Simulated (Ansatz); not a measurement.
Consider a 16-atom cell of (Zr,Nb)C started in the rock salt structure, site fractions Zr 0.875, Nb 0.125, short-range order -0.14 in the first shell of the mixed sites (0 is random, a negative value favours unlike neighbours), space group Fm-3m at the end, an ordered arrangement that its symmetry holds. Its start:

```
CELL_PARAMETERS angstrom
      0.00000     4.68852     4.68852
      4.68851     0.00000     4.68852
      4.68851     4.68852     0.00000
ATOMIC_POSITIONS crystal
  Zr 0.00000 0.00000 0.00000
  Zr 0.00000 0.00000 0.50000
  Zr 0.00000 0.50000 0.00000
  Zr 0.00000 0.50000 0.50000
  Zr 0.50000 0.00000 0.00000
  Nb 0.50000 0.00000 0.50000
  Zr 0.50000 0.50000 0.00000
  Zr 0.50000 0.50000 0.50000
  C  0.25378 0.24622 0.25378
  C  0.25378 0.24622 0.74622
  C  0.25000 0.75000 0.25000
  C  0.25378 0.75378 0.74622
  C  0.74622 0.24622 0.25378
  C  0.75000 0.25000 0.75000
  C  0.74622 0.75378 0.25378
  C  0.74622 0.75378 0.74622
```

The mixing enthalpy is taken against the end members in the rock salt type (which need not be the stable form of NbC), relaxed in the same cell and mesh.

Calculation: PBE (plane waves to 420 eV, PAW; Ansatz, an electronic-structure program). Spin–orbit coupling is left out; the runs are not spin-polarised. Its k-point mesh 5×5×5, Fermi–Dirac width 0.05 eV.

```
end member  weight  volume per atom (Å³)
----------  ------  --------------------
ZrC          0.875                 13.05
NbC          0.125                 11.28
```

Predict the alloy's volume, bond lengths and mixing enthalpy.


- volume per atom: 12.79 Å³
- C–Zr bonds: 2.345 Å on average, from 2.339 to 2.380 (42)
- C–Nb bonds: 2.298 Å on average, from 2.298 to 2.298 (6)
- mixing enthalpy per site of the mixed sublattice: -24 meV
- departure of the mean lattice parameter from Vegard's line: under 0.15 %, inside the noise of the relaxations
